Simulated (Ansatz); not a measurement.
Abridged Ansatz (an electronic-structure program) output:

```
Relaxation: its limit of steps is 50 (relax.max_steps)
Pseudopotential: In, paw, valence charge 13
Pseudopotential: As, paw, valence charge 15
Crystal: 2 atoms, lattice volume = 54.699 Å³
Basis set: ecut = 420 eV, 1063 PW (Γ), exchange–correlation on 60×60×60 points (8 copies of the dense FFT grid, shifted against one another)
Bands: 18, of which v1, the nominal top of the filled ones, is band 14 counted from 1 (13 counted from 0)
Symmetry: 4 space group operations
k-points: 171 of 1000 (time reversal used)
Functional: x = slater, c = lda
SCF iter   1: F=—  HF=-10231.247838 eV  |F-HF|=—  |Δ(HF+E_count)|=         —  Δρ=7.07e-3  dr2=2.19e-2  ethr=1.77e-3  ⟨swp⟩=6.0  Hψ=15418  notcnv=0
SCF iter   2: F=—  HF=-10231.240018 eV  |F-HF|=—  |Δ(HF+E_count)|=   7.82e-3  Δρ=2.38e-3  dr2=1.42e-3  ethr=7.83e-5  ⟨swp⟩=3.0  Hψ=6662  notcnv=0
SCF 1 converged in 8 iterations: F = -10231.239790 eV  dr2 = 3.66e-11
relax step   1: F+E_penalty+E_count = -10231.23978970 eV  Δ(F+E_penalty+E_count) = +0.000e0 eV  max|allowed force component| = 1.822e-1 eV/Å  Δτ_max = 0.0000 Å  (8 SCF iters, accepted)
Crystal: 2 atoms, lattice volume = 54.699 Å³
SCF iter   1: F=—  HF=-10231.241795 eV  |F-HF|=—  |Δ(HF+E_count)|=         —  Δρ=1.13e-3  dr2=3.83e-4  ethr=1.40e-6  ⟨swp⟩=2.6  Hψ=11979  notcnv=0
SCF iter   2: F=—  HF=-10231.241672 eV  |F-HF|=—  |Δ(HF+E_count)|=   1.23e-4  Δρ=4.16e-4  dr2=5.37e-5  ethr=1.37e-6  ⟨swp⟩=2.0  Hψ=3933  notcnv=0
SCF 2 converged in 7 iterations: F = -10231.241662 eV  dr2 = 2.27e-11
relax step   2: F+E_penalty+E_count = -10231.24166209 eV  Δ(F+E_penalty+E_count) = -1.872e-3 eV  max|allowed force component| = 6.637e-2 eV/Å  Δτ_max = 0.0161 Å  (7 SCF iters, accepted)
Crystal: 2 atoms, lattice volume = 54.699 Å³
SCF iter   1: F=—  HF=-10231.241957 eV  |F-HF|=—  |Δ(HF+E_count)|=         —  Δρ=3.04e-4  dr2=2.76e-5  ethr=9.81e-7  ⟨swp⟩=3.0  Hψ=8604  notcnv=0
SCF iter   2: F=—  HF=-10231.241949 eV  |F-HF|=—  |Δ(HF+E_count)|=   8.31e-6  Δρ=1.11e-4  dr2=3.82e-6  ethr=9.87e-8  ⟨swp⟩=2.0  Hψ=5305  notcnv=0
SCF 3 converged in 5 iterations: F = -10231.241948 eV  dr2 = 1.97e-10
relax step   3: F+E_penalty+E_count = -10231.24194789 eV  Δ(F+E_penalty+E_count) = -2.858e-4 eV  max|allowed force component| = 2.818e-4 eV/Å  Δτ_max = 0.0043 Å  (5 SCF iters, accepted)
SCF converged after 5 iterations
Free energy (F): -10231.241948 eV
Internal energy: -10231.241628 eV  (E = F + TS)
E sigma→0 (E₀):  -10231.241788 eV
Entropy (-TS):   -0.000320 eV (-0.160 meV/atom)
Fermi energy:    7.771092 eV
--- Forces (eV/Å), atoms counted from 1 ---
  atom   1  In     0.00000000    -0.00000000     0.00027978
  atom   2  As     0.00000000     0.00000000    -0.00028379
--- Stress (GPa, compression-positive) ---
        0.006119      -0.856022       0.000000
       -0.856022       0.006119       0.000000
        0.000000       0.000000      -0.001905
  P = ⅓ Tr σ = 0.0034 GPa (0.034 kbar)
--- Relaxed structure (3 steps of the walk, 3 accepted, 0 SCFs on fresh bases) ---
  atoms:
    - { symbol: In, position: [0.001961694864484296, 0.001961694864484296, -0.001961694864484296] }
    - { symbol: As, position: [0.24803830513551572, 0.24803830513551572, 0.2519616948644843] }
```

**Question.** What was computed, and what are the main results?

**Answer.** InAs, 2 atoms in the cell, with LDA, PAW, 420 eV (Ansatz; no spin-orbit coupling). The last SCF converged to F = -10231.241948 eV, or -5115.6210 eV per atom, at a pressure of 0.00 GPa. The total energy compares only with runs of the same code, potentials and settings.

The cells carry an imposed strain or load. No phonon test of stability was made. The final runs are not spin-polarised. The cell was made from InAs in the zinc blende structure (space group F-43m, No. 216) by this change: tensor shear ε_xy = +1.14 %.

Keys are those of Ansatz 0.2.
